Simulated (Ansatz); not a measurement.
Reference: Rh (Fm-3m), PBEsol, rigid bands (plane waves, PAW, scalar-relativistic; Ansatz, a quantum-chemistry and plane-wave program); axes and stresses refer to this cell.

```
Rh
1.0
    0.00000     1.88966     1.88966
    1.88966     0.00000     1.88966
    1.88966     1.88966     0.00000
Rh
1
Direct
  0.00000   0.00000   0.00000
```

The drude plasma energy is 10.2 eV, the density of states at the Fermi level per atom is 1.24 states/eV and the resistivity times mean free path is 3.3 ×10⁻¹⁶ Ω·m².

Question: Change: hydrostatic pressure -2 GPa with spin-orbit coupling. What happens to Drude plasma energy, density of states at the Fermi level per atom, resistivity times mean free path?

Answer: Drude plasma energy goes to 9.9 eV, a move of 3 % that is no larger than the two runs' mesh errors together; density of states at the Fermi level per atom moves little, to 1.25 states/eV; resistivity times mean free path moves little, to 3.3 ×10⁻¹⁶ Ω·m².

Question: Change: hydrostatic pressure 15 GPa with spin-orbit coupling. What happens to Drude plasma energy, density of states at the Fermi level per atom, resistivity times mean free path?

Answer: Drude plasma energy moves little, to 10.4 eV; density of states at the Fermi level per atom goes to 1.14 states/eV, a move of 7 % that is no larger than the two runs' mesh errors together; resistivity times mean free path moves little, to 3.2 ×10⁻¹⁶ Ω·m².

Metals at this level; values at 300 K, both spins, means over directions. As a rough test of the mesh, the Fermi surface's area from every second k point differs by up to 5 %. The product of resistivity and mean free path takes one path for all states. Spin-orbit coupling is left out unless a row names it. Stresses and pressures are the targets of the relaxation.  The structure type is held under load, also where the real crystal would transform.
